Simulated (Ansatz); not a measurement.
**Response to strain in AlN**

Consider AlN in the zinc blende structure (space group F-43m, No. 216; a = 4.3423 Å). Axes: x, y, z lie along the cube axes.

Strains are applied to the cell and any free atomic positions relax.

Level of theory: Ansatz (an electronic-structure program), LDA, PAW, cutoff 420 eV, without spin-orbit coupling.

Candidates:
(a) tensor shear ε_xy = +0.29 %
(b) tensor shear ε_xy = +2.00 %
(c) tensor shear ε_xy = +0.86 %

For the base:

```
Item        Value
--------  -------
Band gap  3.25 eV
```

Question: Order them by band gap, highest first.

Answer: (a) tensor shear ε_xy = +0.29 % (3.23 eV), (c) tensor shear ε_xy = +0.86 % (3.17 eV), (b) tensor shear ε_xy = +2.00 % (3.02 eV)

Whether these cells are dynamically stable was not tested. This is not the structure that AlN has at room temperature and ambient pressure.
